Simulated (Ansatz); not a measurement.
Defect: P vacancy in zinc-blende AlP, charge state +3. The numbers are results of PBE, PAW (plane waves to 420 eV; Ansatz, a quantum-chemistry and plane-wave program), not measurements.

Settings: 64 host sites, the relaxed PBE lattice, a 2×2×2 k-point mesh shifted by half a step, smearing 0.01 eV, spin-restricted, no image-charge correction. Static, classical nuclei. The charge state is imposed; whether it is stable for some Fermi level was not computed. Forms of the defect that were not tried may lie lower.

Barriers: single points on a 3×3×3 k-point mesh shifted by half a step at the bands' geometries.

Relaxed starting cell (atoms counted from 1):

```xyz
63
Lattice="11.0165 0.0000 0.0000 0.0000 11.0165 0.0000 0.0000 0.0000 11.0165" Properties=species:S:1:pos:R:3 pbc="T T T"
Al    -0.0004     0.0069    -0.0334
Al    -0.3311    -0.3239     5.8412
Al    -0.0170     5.5330    -0.0156
Al    -0.0004     5.5509     5.5105
Al     5.5254    -0.0098    -0.0154
Al     5.5437     0.0067     5.5104
Al     5.5097     5.5170     0.0001
Al     5.5254     5.5326     5.5271
P      1.3730     1.3802     9.6454
P      1.3729     6.8885     4.1371
P      1.3730     6.8886     9.6454
P      6.8812     1.3802     4.1371
P      6.8811     1.3802     9.6454
P      6.8812     6.8882     4.1370
P      6.8813     6.8885     9.6453
Al    -0.3309     3.0845     2.4330
Al    -0.0003     2.7536     8.3077
Al    -0.0005     8.2262     2.7638
Al    -0.0172     8.2441     8.2898
Al     5.5438     2.7536     2.7636
Al     5.5254     2.7701     8.2895
Al     5.5255     8.2442     2.7472
Al     5.5095     8.2599     8.2740
P      1.4128     4.1566     1.3609
P      1.3333     4.1562     6.9130
P      1.3332     9.6209     1.3613
P      1.4127     9.6206     6.9132
P      6.8819     4.1371     1.3801
P      6.8806     4.1369     6.8939
P      6.8805     9.6400     1.3803
P      6.8818     9.6397     6.8941
Al     3.0773    -0.3238     2.4331
Al     2.7463     0.0070     8.3076
Al     2.7464     5.5512     2.7636
Al     2.7629     5.5328     8.2896
Al     8.2189     0.0069     2.7638
Al     8.2368    -0.0099     8.2898
Al     8.2370     5.5327     2.7470
Al     8.2527     5.5168     8.2739
P      4.1490     1.4202     1.3611
P      4.1491     1.3404     6.9129
P      4.1299     6.8893     1.3801
P      4.1297     6.8878     6.8940
P      9.6135     1.3406     1.3611
P      9.6134     1.4199     6.9132
P      9.6327     6.8880     1.3802
P      9.6325     6.8890     6.8940
Al     2.7462     2.7537    -0.0336
Al     3.0773     3.0845     5.8409
Al     2.7628     8.2444    -0.0154
Al     2.7463     8.2260     5.5105
Al     8.2369     2.7702    -0.0156
Al     8.2189     2.7535     5.5104
Al     8.2527     8.2601     0.0004
Al     8.2367     8.2440     5.5272
P      4.1491     4.1564     4.0970
P      4.1298     4.1370     9.6445
P      4.1490     9.6206     4.1769
P      4.1297     9.6400     9.6461
P      9.6135     4.1563     4.1769
P      9.6327     4.1370     9.6460
P      9.6133     9.6206     4.0976
P      9.6326     9.6399     9.6448
```
Cell charge +3.

End state 1 differs by these moves (Å; atoms that move under 0.08 Å are left out):

```tsv
atom	element	Δx	Δy	Δz
2	Al	0.33	0.28	-0.33
4	Al	-0.33	0.28	-0.33
16	Al	0.33	-0.33	0.28
17	Al	-0.33	-0.33	0.28
25	P	0.00	-2.80	-2.80
32	Al	-0.31	0.30	0.30
35	Al	0.31	0.30	0.30
45	P	0.00	-0.06	-0.06
49	Al	0.00	-0.66	-0.66
60	P	0.00	-0.06	-0.06
```

Problem. Estimate the forward and backward barriers to end state 1 that PBE, PAW returns for this input.

Solution. forward 2.13 eV, backward 2.13 eV; at the saddle point atom 25 has neighbours Al at 2.30, 4 Al at 2.76 Å. The program found a first-order saddle point.
